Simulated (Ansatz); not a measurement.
Start from BaTiO3 in the cubic perovskite structure (space group Pm-3m, No. 221; a = 3.9944 Å).

Method: Kohn–Sham DFT with the r2SCAN functional, run in Ansatz (a quantum-chemistry and plane-wave program) with PAW and 500 eV plane waves, no spin-orbit coupling, earlier PAW set.

Now apply this change: full substitution Ti → Zr, then cell and atoms are relaxed.

Measured band gap: BaTiO3 3.2 eV (temperature not stated; as listed in Yu-ichiro Matsushita, Kazuma Nakamura, Atsushi Oshiyama, Physical Review B (2011)); BaZrO3 5.3 eV (temperature not stated; as listed in Anders Lindman, Paul Erhart, Göran Wahnström, Physical Review B (2015)).

### Question
How well does r2SCAN reproduce the measured shift?

### Answer
With r2SCAN the band gap moves by +1.56 eV (2.18 → 3.74) against +2.10 eV measured.

Stability against distortions was not tested. All final runs are without spin polarisation. Many cubic perovskites are stable only at high temperature; tilts and polar distortions were not tested. This is not the structure that BaTiO3 has at room temperature and ambient pressure.
